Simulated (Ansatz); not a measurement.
# TaS₂ (model structure, started from the rutile type, P4₂/mnm, No. 136, 6 atoms in the cell): properties by level of theory

```csv
level (code),lattice parameter a (Å),c axis length (Å)
PBE (Ansatz),6.036,3.353
PBEsol (Ansatz),5.976,[?]
PBE-D3(BJ) (Ansatz),5.979,[?]
```

### Question
What belongs in the gaps?

### Answer

- PBEsol (Ansatz, a quantum-chemistry and plane-wave program), c axis length (Å): 3.301
- PBE-D3(BJ) (Ansatz), c axis length (Å): 3.321

Ansatz's density-functional and Hartree–Fock values are scalar-relativistic unless marked +SOC, with PAW data made under PBE.

The computed numbers hold no vibrational or temperature effects.

A model structure was made by putting elements into a prototype or built by hand; it is no filed structure, need not be a known phase, and can be a saddle point held by its symmetry.
